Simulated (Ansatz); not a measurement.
C (model structure, started from the Si type, Ia-3, No. 206, 8 atoms in the cell) was calculated with r²SCAN (plane waves, PAW; Ansatz, a program for electronic structure).

Run with plane-wave cutoff 560 eV, 18×18×18 k mesh, Fermi–Dirac smearing 0.05 eV, scalar-relativistic PAW data made under PBE.

The cell is the one relaxed with PBE-D3(BJ). Conventional cell: a = 4.4548 Å, b = 4.4548 Å, c = 4.4548 Å, α = 90.00°, β = 90.00°, γ = 90.00°.

```
CELL_PARAMETERS angstrom
     -2.22741     2.22741     2.22741
      2.22741    -2.22741     2.22741
      2.22741     2.22741    -2.22741
ATOMIC_POSITIONS crystal
  C  0.18816 0.18816 0.18816
  C  0.50000 0.00000 0.31184
  C  0.31184 0.50000 0.00000
  C  0.00000 0.31184 0.50000
  C  0.81184 0.81184 0.81184
  C  0.50000 0.00000 0.68816
  C  0.68816 0.50000 0.00000
  C  0.00000 0.68816 0.50000
```

Problem. List the 22 lowest band energies at Γ above −25 eV (eV, relative to the valence band maximum), grouping those that round alike.

Solution. At Γ: -22.88, -13.31 (×3), -11.92, -10.49 (×3), -9.74 (×2), -7.04 (×3), -2.78, -2.16 (×2), 5.69 (×3), 8.94 (×3).

Note: the relaxation could raise the start's symmetry but not lower it, so the cell can be a saddle point; cell and atoms aren't relaxed at this level (largest force component 0.14 eV/Å, pressure 3.0 GPa).

A model structure was made by putting elements into a prototype or built by hand; it is no filed structure, need not be a known phase, and can be a saddle point held by its symmetry.
